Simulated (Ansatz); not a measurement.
Density of states of AlO3 (C2) above the conduction band minimum, Ansatz (a program for electronic structure) with PBEsol, rigid bands; cell volume 79.2 Å³.

(energy from edge (eV), 10⁻³ states/eV/cell): (0.006, 302); (0.031, 578); (0.056, 732); (0.081, 865); (0.106, 993); (0.131, 1130); (0.156, 1270); (0.181, 1420); (0.206, 1600); (0.231, 2690); (0.256, 4830); (0.281, 6020); (0.319, 7800); (0.344, 8180); (0.369, 8500); (0.394, 8730); (0.419, 10900); (0.444, 7530); (0.469, 3270); (0.494, 1820); (0.519, 3940); (0.544, 5640); (0.569, 7720); (0.594, 7560)

Task: What effective density of states at 300 K does this give (∫ g(E) exp(−E/k_BT) dE, both spins, divided by the cell's size)?

Result: 1.6e20 cm⁻³, a density-of-states mass of 3.4 mₑ, valleys and band degeneracy included.

Spin-orbit coupling is left out. Geometry: cell and atoms relaxed with PBEsol.

Computed structure with no diffraction record at hand here (it may be known, metastable or hypothetical): AlO3 (C2).
